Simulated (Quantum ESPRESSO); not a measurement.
A self-consistent single point of SrHfO3 (Pm-3m, 5 atoms in the cell) with Quantum ESPRESSO.

Computed with LDA (PZ), GBRV 1.5 ultrasoft (LDA) pseudopotentials (plane waves; Quantum ESPRESSO).

The change in words: lattice scaled by 0.985. Reference geometry:
```yaml
crystal:
  lattice:
    - [4.14121, 0.00000, 0.00000]
    - [0.00000, 4.14121, 0.00000]
    - [0.00000, 0.00000, 4.14121]
  atoms:
    - { symbol: Sr, position: [0.50000, 0.50000, 0.50000] }
    - { symbol: Hf, position: [0.00000, 0.00000, 0.00000] }
    - { symbol: O, position: [0.00000, 0.50000, 0.00000] }
    - { symbol: O, position: [0.50000, 0.00000, 0.00000] }
    - { symbol: O, position: [0.00000, 0.00000, 0.50000] }
```

Reference input (self-consistent single point, DFT, LDA (PZ), plane waves, GBRV 1.5 ultrasoft (LDA) pseudopotentials): ecutwfc = 40 Ry; ecutrho = 320 Ry; occupations = smearing; smearing = fermi-dirac; degauss = 0.0036749 Ry; potentials = {Sr: sr_lda_v1.uspp.F.UPF, Hf: hf_lda_v1.uspp.F.UPF, O: o_lda_v1.2.uspp.F.UPF}; K_POINTS = automatic 4 4 4 0 0 0; conv_thr = 1e-10 Ry; mixing_beta = 0.7. This run's input differs from it in these lines:

```diff
@@ -35,5 +35,5 @@
 CELL_PARAMETERS bohr
-   7.8257527246     0.0000000000     0.0000000000
-   0.0000000000     7.8257527246     0.0000000000
-   0.0000000000     0.0000000000     7.8257527246
+   7.7083667171     0.0000000000     0.0000000000
+   0.0000000000     7.7083667171     0.0000000000
+   0.0000000000     0.0000000000     7.7083667171
```

Log, with long lists cut:

```
     Self-consistent Calculation

     iteration #  1     ecut=    40.00 Ry     beta= 0.70

     negative rho (up, down):  1.754E-01 0.000E+00

     total energy              =    -325.95324425 Ry
     estimated scf accuracy    <       1.29154845 Ry

     iteration #  2     ecut=    40.00 Ry     beta= 0.70

     negative rho (up, down):  1.781E-01 0.000E+00

     total energy              =    -326.14792324 Ry
     estimated scf accuracy    <       1.57963939 Ry

     iteration #  3     ecut=    40.00 Ry     beta= 0.70

     negative rho (up, down):  1.813E-01 0.000E+00

     total energy              =    -326.47854595 Ry
     estimated scf accuracy    <       0.00759131 Ry

   [... 6 blocks of this kind left out ...]

     iteration # 10     ecut=    40.00 Ry     beta= 0.70

     negative rho (up, down):  1.824E-01 0.000E+00

     total energy              =    -326.48326586 Ry
     estimated scf accuracy    <          5.0E-10 Ry

     iteration # 11     ecut=    40.00 Ry     beta= 0.70

     negative rho (up, down):  1.824E-01 0.000E+00
     End of self-consistent calculation

     the Fermi energy is    11.7717 ev

!    total energy              =    -326.48326586 Ry
     estimated scf accuracy    <          5.1E-11 Ry
     smearing contrib. (-TS)   =      -0.00000000 Ry
     internal energy E=F+TS    =    -326.48326586 Ry

     convergence has been achieved in  11 iterations

     negative rho (up, down):  1.824E-01 0.000E+00

     Forces acting on atoms (cartesian axes, Ry/au):

     atom    1 type  1   force =     0.00000000    0.00000000    0.00000000
   [... zero for the other atoms too ...]

     Total force =     0.000000     Total SCF correction =     0.000000

     negative rho (up, down):  1.824E-01 0.000E+00
          total   stress  (Ry/bohr**3)                   (kbar)     P=      -19.92
  -0.00013542   0.00000000   0.00000000          -19.92        0.00        0.00
   0.00000000  -0.00013542   0.00000000            0.00      -19.92        0.00
   0.00000000   0.00000000  -0.00013542            0.00        0.00      -19.92

   JOB DONE.
```

The run converged in 11 iterations. Against the reference run the free energy drops by 21.6 meV/atom, the pressure goes from -9.37 to -1.99 GPa and the gap on the mesh goes from 3.606 to 3.687 eV.

The starting cell comes from a database of computed structures (which also holds hypothetical and non-ambient phases and stackings), without a prior relaxation at this level. For this run, on top of that: lattice scaled by 0.985. Spin-orbit coupling is off.

Cost on one core of a shared machine: roughly 30 s.
